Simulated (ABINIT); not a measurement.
A self-consistent single point of K3I2Br (P1, 6 atoms in the cell) with ABINIT.

Computed with PBEsol, norm-conserving pseudopotentials (PseudoDojo nc-sr-04 PBEsol standard) (plane waves; ABINIT 10.0.3).

The change in words: atoms moved at random. Reference geometry:
```xyz
6
Lattice="4.8989 0.0000 0.0000 -2.4494 4.2425 0.0000 0.0000 0.0000 12.0428" Properties=species:S:1:pos:R:3 pbc="T T T"
K      0.0000     0.0000     6.0214
K      0.0000     2.8284     1.8224
K      2.4494     1.4142    10.2204
I      0.0000     2.8284     8.1148
I      2.4494     1.4142     3.9280
Br     0.0000     0.0000     0.0000
```

Reference input (self-consistent single point, DFT, PBEsol, plane waves, norm-conserving pseudopotentials (PseudoDojo nc-sr-04 PBEsol standard)): pseudos = [K.upf, I.upf, Br.upf]; ecut = 1007 eV; occopt = 1; ngkpt = 5 5 2; nshiftk = 1; shiftk = 0 0 0; potentials = PseudoDojo nc-sr-04 PBEsol standard; nband = 26; kptopt = 1; nstep = 60; tolvrs = 1e-10; diemac = 6. This run's input differs from it in these lines:

```diff
@@ -3,6 +3,6 @@
 pseudos "K.upf, I.upf, Br.upf"
-acell 9.2575227622 9.2575227622 22.7576882599
+acell 9.2575226201 9.2575228332 22.7576882599
 rprim
-         1.0000000000   -0.0000000036    0.0000000000
-        -0.4999999969    0.8660254056    0.0000000000
+         1.0000000000    0.0000000000    0.0000000000
+        -0.4999999885    0.8660254104    0.0000000000
          0.0000000000    0.0000000000    1.0000000000
@@ -13,8 +13,8 @@
 xcart
-         0.0000000000    0.0000000000    6.0214250000
-         0.0000000101    2.8283639566    1.8224444905
-         2.4494350426    1.4141819696   10.2204055095
-         0.0000000101    2.8283639566    8.1148336155
-         2.4494350426    1.4141819696    3.9280163845
-         0.0000000000    0.0000000000    0.0000000000
+         2.4445189840    4.2110875214    6.0131395192
+        -0.0147847897    2.8694120467    1.8077160849
+         2.5181514495    1.3898156441   10.2053037756
+        -0.0102704810    2.8382760016    8.1295861067
+         2.3764932751    1.4267470071    3.9314606396
+        -2.4152457863    4.2348500216    0.0199188739
       Angstrom
```

Log, with long lists cut:

```
--- !BeginCycle
solver: {iscf: 7, nstep: 60, nline: 4, wfoptalg: 0, }
tolerances: {tolvrs: 1.00E-10, }
...

     iter   Etot(hartree)      deltaE(h)  residm     vres2
 ETOT  1  -131.89682404402    -1.319E+02 2.589E-02 2.131E+02
 ETOT  2  -131.95089039850    -5.407E-02 3.793E-03 1.883E+01
 ETOT  3  -131.95271054858    -1.820E-03 1.033E-03 2.162E+00
 ETOT  4  -131.95275612032    -4.557E-05 6.329E-04 2.158E-01
 ETOT  5  -131.95275981083    -3.691E-06 1.395E-03 2.535E-02
   [... 4 lines left out ...]
 ETOT 10  -131.95276029729    -2.001E-11 1.390E-04 2.547E-08
 ETOT 11  -131.95276029729    -1.705E-13 6.388E-05 2.253E-09
 ETOT 12  -131.95276029729    -1.506E-12 7.706E-05 2.236E-10
 ETOT 13  -131.95276029729    -1.336E-12 3.503E-05 1.571E-11
 At SCF step   13       vres2   =  1.57E-11 < tolvrs=  1.00E-10 =>converged.

 Cartesian components of stress tensor (hartree/bohr^3)
  sigma(1 1)=  1.48971703E-05  sigma(3 2)= -4.73204079E-08
  sigma(2 2)=  1.41621482E-05  sigma(3 1)=  1.44678667E-07
  sigma(3 3)=  1.41862795E-05  sigma(2 1)= -6.37163036E-07

 ----iterations are completed or convergence reached----

 reduced coordinates (array xred) for    6 atoms
       0.995289004384      0.992585004363      0.499312002184
       0.335153001469      0.676342002967      0.150107000652
       0.677822002970      0.327590001431      0.847416003706
       0.332405001455      0.669003002933      0.675055002948
       0.653258002862      0.336295001486      0.326456001428
       0.006072000046      0.998186004400      0.001654000007
 cartesian forces (eV/Angstrom) at end:
   [... lines left out ...]
 Fermi (or HOMO) energy (hartree) =   0.00736   Average Vxc (hartree)=  -0.27357
 Fermi (or HOMO) energy (eV) =   0.20026   Average Vxc (eV)=  -7.44425
   [... lines left out ...]
total_energy        : -1.31952760297289E+02
total_energy_eV     : -3.59061721183610E+03
band_energy         : -1.67559864888970E+01
...

-Cartesian components of stress tensor (GPa)         [Pressure= -4.2411E-01 GPa]
- sigma(1 1)=  4.38289807E-01  sigma(3 2)= -1.39221423E-03
- sigma(2 2)=  4.16664716E-01  sigma(3 1)=  4.25659263E-03
- sigma(3 3)=  4.17374682E-01  sigma(2 1)= -1.87459806E-02

 Calculation completed.
```

The run converged in 13 iterations. Against the reference run the free energy rises by 1.3 meV/atom, the pressure moves little (-0.44 to -0.42 GPa), the largest force goes from 0.017 to 0.065 eV/Å and the gap on the mesh moves little (3.699 to 3.698 eV).

The starting cell comes from a database of computed structures (which also holds hypothetical and non-ambient phases and stackings), without a prior relaxation at this level. For this run, on top of that: atoms moved at random. Spin-orbit coupling is off.

Cost on one core of a shared machine: roughly 7 min.
